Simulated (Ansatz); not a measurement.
The starting structures come from a database of crystals and need not be the phases stable at ambient conditions.

 Where the default PAW files enter, the runs use the earlier of Ansatz's two default sets.

By PBEsol, the system below comes out a metal.

A figure of merit of an interconnect metal is its ballistic conductance per area.

Consider the following.

```
CELL_PARAMETERS angstrom
      3.54096     0.00000     0.00000
      0.00000    11.68093     0.00000
      0.00000     5.84047     3.37200
ATOMIC_POSITIONS crystal
  Ge 0.00000 0.33333 0.00000
  Ge 0.00000 0.66667 0.00000
  Ge 0.50000 0.00000 0.00000
  Pt 0.50000 0.37819 0.62181
  Pt 0.50000 0.62181 0.75639
  Pt 0.50000 0.00000 0.62181
  Pt 0.00000 0.00000 0.28308
  Pt 0.00000 0.71693 0.28308
  Pt 0.00000 0.28308 0.43385
```

Space group of this cell: P-62m. The cell is taken as given; by PBEsol its mean pressure is -3.5 GPa.

The current flows along the normal of the first two printed cell vectors, the (110) plane of the conventional cell. No spin-orbit coupling; the value is a mean over 0.1 eV about the Fermi level.

**Question.** Give the ballistic conductance per area that PBEsol (Ansatz, a program for electronic structure) yields.

**Answer.** 0.31 × 10¹⁵ S/m² for both spins.
